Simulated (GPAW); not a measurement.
Input and output of a self-consistent single point for SrCd (Pm-3m, 2 atoms in the cell) (GPAW).

Method of the run: LDA (Perdew-Wang 92), GPAW PAW datasets LDA (gpaw-data 1.0.1) (plane waves; GPAW).

```xyz
2
Lattice="4.0667 0.0000 0.0000 0.0000 4.0667 0.0000 0.0000 0.0000 4.0667" Properties=species:S:1:pos:R:3 pbc="T T T"
Sr     2.0334     2.0334     2.0334
Cd     0.0000     0.0000     0.0000
```

Reference input (self-consistent single point, DFT PBEsol, plane waves, GPAW PAW datasets PBEsol (made by gpaw-setup)): mode = pw; ecut = 550 eV; xc = PBEsol; kpts = 11 11 11; mesh shift (steps) = 0 0 0; occupations.name = fermi-dirac; occupations.width = 0.1 eV; nbands = -10; symmetry.symmorphic = false; symmetry.tolerance = 0.0005; maxiter = 120. This run's input differs from it in these lines:

```diff
@@ -13,3 +13,3 @@
 calc = GPAW(mode={'name': 'pw', 'ecut': 550},
-            xc='PBEsol',
+            xc='LDA',
             kpts=(11, 11, 11),
```

Its files differ too (potentials: GPAW PAW datasets LDA (gpaw-data 1.0.1)).

Log, with long lists cut:

```
     iter     time        total  log10-change:
                         energy   eigst   dens
iter:   1 --:--:--    -4.396749
iter:   2 --:--:--    -4.386988   -1.85  -1.49
iter:   3 --:--:--    -4.294850   -1.74  -1.52
iter:   4 --:--:--    -4.342799   -2.70  -1.96
iter:   5 --:--:--    -4.269712   -2.38  -2.06
iter:   6 --:--:--    -4.269327   -4.65  -2.99
iter:   7 --:--:--    -4.270611c  -3.53  -2.97
iter:   8 --:--:--    -4.268398c  -3.73  -2.86
iter:   9 --:--:--    -4.268381c  -6.11  -3.40
iter:  10 --:--:--    -4.268367c  -4.98  -3.45
iter:  11 --:--:--    -4.268332c  -5.64  -3.69
iter:  12 --:--:--    -4.268331c  -8.04c -4.33c
Converged after 12 iterations.

Dipole moment: (-0.000000, -0.000000, -0.000000) |e|*Ang

Energy contributions relative to reference atoms: (reference = -238432.701715)

Kinetic:         -0.643906
Potential:       +3.134416
External:        +0.000000
XC:              -6.675744
Entropy (-ST):   -0.051512
Local:           -0.057342
SIC:             +0.000000
--------------------------
Free energy:     -4.294087
Extrapolated:    -4.268331

Showing only first 2 kpts
 Kpt  Band  Eigenvalues  Occupancy
  0     9     -0.80209    2.00000
  0    10      6.27062    0.00000
  0    11      6.27062    0.00000
  0    12      8.68076    0.00000

  1     9     -0.71012    2.00000
  1    10      6.10875    0.00001
  1    11      6.29578    0.00000
  1    12      8.41822    0.00000

Fermi level: 4.88758

No gap
No difference between direct/indirect transitions
Energy (eV): -4.268331

Forces in eV/Ang:
  0 Sr    0.00000    0.00000    0.00000
  1 Cd    0.00000    0.00000    0.00000

Stress tensor:
     0.019035     0.000000     0.000000
     0.000000     0.019035     0.000000
     0.000000     0.000000     0.019035
Stress (GPa, Voigt): [3.0497 3.0497 3.0497 0.     0.     0.    ]
```

The run converged in 12 iterations. GPAW prints stress with tension positive. Against the reference run the pressure goes from -1.61 to -3.05 GPa.

The starting cell comes from a database of computed structures (which also holds hypothetical and non-ambient phases and stackings), without a prior relaxation at this level. Its lattice was rescaled by a random factor within 2.5 % of one. With a pressure of about -3 GPa the cell is away from its equilibrium volume at this level.

Cost on one core of a shared machine: roughly 80 s.
